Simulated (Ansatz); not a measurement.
**Hypothetical CsCl type MnS, pressure series**

Consider MnS in the CsCl type structure (space group Pm-3m, No. 221; ferromagnetic; a hypothetical phase, not in the database extracts checked).

```
MnS
1.0
    3.23287     0.00000     0.00000
    0.00000     3.23287     0.00000
    0.00000     0.00000     3.23287
Mn S
1 1
Direct
  0.00000   0.00000   0.00000
  0.50000   0.50000   0.50000
```

Cell and atoms are relaxed at each pressure.

Method: DFT with r2SCAN, PAW potentials and a 500 eV plane-wave cutoff in Ansatz (an electronic-structure program), no spin-orbit coupling.

Notes on the quantities. enthalpy: H = E + PV relative to the base's energy.

| case | enthalpy | magnetic state | volume per atom |
|---|---|---|---|
| base | – | ferromagnetic | 16.89 Å³ |
| pressure −2 GPa | -0.21 eV/atom | ferromagnetic | 17.34 Å³ |
| pressure −1 GPa | -0.11 eV/atom | ferromagnetic | 17.11 Å³ |
| pressure 1.8 GPa | +0.19 eV/atom | ferromagnetic | 16.53 Å³ |
| pressure 4.2 GPa | +0.43 eV/atom | ferromagnetic | 16.07 Å³ |
| pressure 9 GPa | +0.90 eV/atom | ferromagnetic | 15.26 Å³ |
| pressure 18 GPa | +1.65 eV/atom | ferromagnetic | 12.15 Å³ |
| pressure 30 GPa | +2.53 eV/atom | ferromagnetic | 11.44 Å³ |
| pressure 45 GPa | +3.56 eV/atom | ferromagnetic | 10.74 Å³ |
| pressure 60 GPa | +4.42 eV/atom | non-magnetic | 9.13 Å³ |

The magnetic state is the one reached from the starting moments; the real material's order can differ, and small cells can't hold many antiferromagnetic ones. Load acts through the strain it causes; cell and atoms are relaxed under it. Stability against distortions was not tested. No other phases were tried under pressure. Starting moments died away, wholly or in part, for pressure 18 GPa, pressure 30 GPa, pressure 45 GPa and pressure 60 GPa; another magnetic solution may exist.
